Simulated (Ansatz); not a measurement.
## LaGaHO2 (model structure, started from the SrVO2H type, P4/mmm, No. 123, 5 atoms in the cell): properties by level of theory

```json
[
 {"level (code)": "LDA (Ansatz)", "lattice parameter a (Å)": "4.034", "lattice parameter c (Å)": "3.484", "bulk modulus B0 (GPa)": "…"},
 {"level (code)": "PBEsol (Ansatz)", "lattice parameter a (Å)": "4.077", "lattice parameter c (Å)": "3.514", "bulk modulus B0 (GPa)": "128"},
 {"level (code)": "r²SCAN (Ansatz)", "lattice parameter a (Å)": "4.108", "lattice parameter c (Å)": "…", "bulk modulus B0 (GPa)": "128"}
]
```

**Question.** Complete the blanks.

**Answer.** 
- LDA (Ansatz, a quantum-chemistry and plane-wave program), bulk modulus B0 (GPa): 141
- r²SCAN (Ansatz), lattice parameter c (Å): 3.522

Caveats: the bulk modulus is −V dP/dV from two relaxed cells at ±2 % in volume (LDA, PBEsol, r²SCAN). Ansatz's density-functional and Hartree–Fock values are scalar-relativistic unless marked +SOC, with PAW data made under PBE.

Computed values are for the static lattice.

A model structure was made by putting elements into a prototype or built by hand; it is no filed structure, need not be a known phase, and can be a saddle point held by its symmetry.
